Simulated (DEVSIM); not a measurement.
Structure: Al0.35Ga0.65As/GaAs p-n heterojunction, at 300 K.

```csv
layer (left to right),material,thickness (μm),Nd (cm⁻³),Na (cm⁻³),τn (s),τp (s)
1,Al0.35Ga0.65As,0.250,-,4.2e16,1.3e-9,1.3e-9
2,GaAs,2.50,2.7e15,-,1.3e-9,1.3e-9
```

Left contact: ohmic. Right contact: ohmic. Voltage is applied to the left contact. Recombination: SRH at mid-gap, radiative, Auger. Mobility is μmin + (μ − μmin)/(1 + (N/Nref)^α).

The device is made up for the run: typed textbook-type constants, with dimensions and the other settings drawn at random. Values at 300 K; Nc and Nv go as T^1.5, mobilities as T to minus their exponent, the gap by Varshni's rule with the affinity fixed.

```csv
parameter,Al0.35Ga0.65As,GaAs
gap (eV),1.8604,1.424
affinity (eV),3.7935,4.07
permittivity,11.91,12.9
Nc (cm⁻³),7.44e17,4.7e17
Nv (cm⁻³),9e18,9e18
μn (cm²/Vs),3495,8500
μp (cm²/Vs),176,400
"μn,min",500,500
"μp,min",20,20
"Nref,n",6e16,6e16
"Nref,p",1.5e17,1.5e17
αn,0.39,0.39
αp,0.38,0.38
T exponent of μn,2.1,2.1
T exponent of μp,2.2,2.2
B (cm³/s),2e-10,2e-10
Cn (cm⁶/s),1e-30,1e-30
Cp (cm⁶/s),1e-30,1e-30
Varshni α (eV/K),0.000541,0.000541
Varshni β (K),204,204
```

Simulated with DEVSIM: 1D drift-diffusion, Boltzmann statistics, complete ionisation; no tunnelling, impact ionisation, image-force lowering or self-heating. Band offsets follow the typed affinities; no thermionic-emission limit at abrupt steps, no polarisation charge.

Base results: dark forward voltage at 100 A/cm² (V) 1.156; dark forward voltage at 1 A/cm² (V) 0.978; potential step across the device at zero bias (V) 1.312.

Question: What follows from this one change: thickness of layer 2 2.5 → 0.88 μm?

Answer: dark forward voltage at 100 A/cm² 1.156 → 1.130 V; dark forward voltage at 1 A/cm² 0.978 → 0.965 V; potential step across the device at zero bias little changed (1.312 V).

Question: What follows from this one change: minority lifetime in layer 2 1.3e-09 → 1.3e-10 s?

Answer: dark forward voltage at 100 A/cm² 1.156 → 1.142 V; dark forward voltage at 1 A/cm² 0.978 → 0.941 V; potential step across the device at zero bias little changed (1.312 V).

Question: What follows from this one change: temperature 300 → 250 K?

Answer: dark forward voltage at 100 A/cm² 1.156 → 1.237 V; dark forward voltage at 1 A/cm² 0.978 → 1.085 V; potential step across the device at zero bias 1.312 → 1.391 V.

Question: What follows from this one change: constant mobility in place of the doping-dependent one?

Answer: dark forward voltage at 100 A/cm² 1.156 → 1.146 V; dark forward voltage at 1 A/cm² little changed (0.975 V); potential step across the device at zero bias little changed (1.312 V).
